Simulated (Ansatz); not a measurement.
F on the 1x1 (110) surface of bcc Mo, one in a 3x3 cell, energies for each (63.6 Å²). Energies are against ½ F2(g), without zero-point or thermal terms; each row is named by its start. No converged result for: 2 more starts.

All values below come from PBE (plane waves to 420 eV, PAW; Ansatz, a quantum-chemistry and plane-wave program).

Set-up: 37 atoms, 6.5 Å thick at the start under the adsorbate (thin: gaps and levels are the slab's own); mesh 4x4x1; 0.1 eV smearing; dipole correction on; 18 atoms held, the rest relaxed; each run with such symmetry as its start has; no spin, no spin-orbit, no U, no dispersion correction.

A negative adsorption energy means that the adsorbate is more stable on the surface than in its reference. Heights count from the host atoms within 0.3 Å of the top one.

```tsv
starting site	E_ads (eV)	height (Å)	nearest host atom (Å)	bonded to	Δ work function (eV)	lateral drift (Å)
top Mo	-3.67	2.14	Mo 1.91	Mo	0.38	0.0
hollow Mo-Mo-Mo	-3.86	1.54	Mo 2.14	3 Mo	0.05	0.2
```
